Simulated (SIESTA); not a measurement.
A self-consistent single point of Ta (Im-3m, 1 atom in the cell) with SIESTA.

Level of theory: GGA PBE, numerical atomic orbitals DZP, PseudoDojo PBE standard norm-conserving potentials (rewritten from UPF to PSML) (SIESTA).

```yaml
crystal:
  lattice:
    - [-1.65825, 1.65825, 1.65825]
    - [1.65825, -1.65825, 1.65825]
    - [1.65825, 1.65825, -1.65825]
  atoms:
    - { symbol: Ta, position: [0.00000, 0.00000, 0.00000] }
```

Reference input (self-consistent single point, DFT, GGA PBE, numerical atomic orbitals DZP, PseudoDojo PBE standard norm-conserving potentials (rewritten from UPF to PSML)): XC.functional = GGA; XC.authors = PBE; potentials = PseudoDojo PBE standard; PAO.BasisSize = DZP; PAO.EnergyShift = 0.01 Ry; MeshCutoff = 400 Ry; kgrid.MonkhorstPack = 8 8 8; OccupationFunction = MP; OccupationMPOrder = 0; ElectronicTemperature = 1160.45 K; MaxSCFIterations = 150; SCF.Mixer.Method = Pulay. This run's input differs from it in these lines:

```diff
@@ -26,5 +26,5 @@
 %block kgrid.MonkhorstPack
-    8   0   0  0.0
-    0   8   0  0.0
-    0   0   8  0.0
+   15   0   0  0.0
+    0  15   0  0.0
+    0   0  15  0.0
 %endblock kgrid.MonkhorstPack
```

The program printed (abridged):

```
        iscf     Eharris(eV)        E_KS(eV)     FreeEng(eV)     dDmax    Ef(eV) dHmax(eV)
   scf:    1    -1769.881738    -1770.245270    -1770.251715  0.736765 -2.880262  5.229753
   scf:    2    -1770.541824    -1770.395671    -1770.402292  0.037500 -2.973838  4.443949
   scf:    3    -1771.034815    -1770.786581    -1770.793035  0.178652 -3.546673  0.036976
   scf:    4    -1770.786607    -1770.786662    -1770.793231  0.005038 -3.531664  0.088731
   scf:    5    -1770.786765    -1770.786721    -1770.793366  0.008898 -3.547810  0.013833
mix: Pulay -- inversion failed, > SVD [rank/size] 3 / 4
   scf:    6    -1770.786727    -1770.786724    -1770.793368  0.000088 -3.548213  0.011931
mix: Pulay -- inversion failed, > SVD [rank/size] 3 / 5
   scf:    7    -1770.786726    -1770.786725    -1770.793368  0.000110 -3.548614  0.010470
mix: Pulay -- inversion failed, > SVD [rank/size] 3 / 5
   scf:    8    -1770.786738    -1770.786732    -1770.793370  0.000558 -3.550766  0.002299
mix: Pulay -- inversion failed, > SVD [rank/size] 3 / 5
   scf:    9    -1770.786733    -1770.786732    -1770.793370  0.000229 -3.551474  0.000003
mix: Pulay -- inversion failed, > SVD [rank/size] 3 / 5
   scf:   10    -1770.786732    -1770.786732    -1770.793370  0.000000 -3.551474  0.000003
SCF Convergence by DM+H criterion
max |DM_out - DM_in|         :     0.0000004058
max |H_out - H_in|      (eV) :     0.0000029722
SCF cycle converged after 10 iterations

Using DM_out to compute the final energy and forces

siesta: E_KS(eV) =            -1770.7867

siesta: E_KS - E_eggbox =     -1770.7867

siesta: Atomic forces (eV/Ang):
     1   -0.000000    0.000000   -0.000000
   Tot   -0.000000    0.000000   -0.000000
   Max    0.000000
   Res    0.000000    sqrt( Sum f_i^2 / 3N )
   Max    0.000000    constrained

Stress tensor Voigt[x,y,z,yz,xz,xy] (kbar):       21.89       21.89       21.89        0.04        0.04        0.04
(Free)E + p*V (eV/cell)    -1771.0425
Target enthalpy (eV/cell)    -1770.7934

siesta: Program's energy decomposition (eV):
siesta: FreeEng =     -1770.793370

siesta: Stress tensor (static) (eV/Ang**3):
siesta:     0.013660    0.000024    0.000024
siesta:     0.000024    0.013660    0.000024
siesta:     0.000024    0.000024    0.013660

siesta: Cell volume =         18.239377 Ang**3

siesta: Pressure (static):
siesta:                Solid            Molecule  Units
siesta:          -0.00014878         -0.00014878  Ry/Bohr**3
siesta:          -0.01366045         -0.01366045  eV/Ang**3
siesta:         -21.88645171        -21.88645171  kBar
```

The run converged in 10 iterations. Against the reference run the free energy goes up by 23.1 meV/atom and the pressure goes from -4.01 to -2.19 GPa.

The starting cell has typed, rounded lattice constants, without a prior relaxation at this level. Its lattice was rescaled by up to half a per cent. Spin polarisation is off. Values carry the incompleteness of an atom-centred basis.

Cost on one core of a shared machine: roughly 30 s.
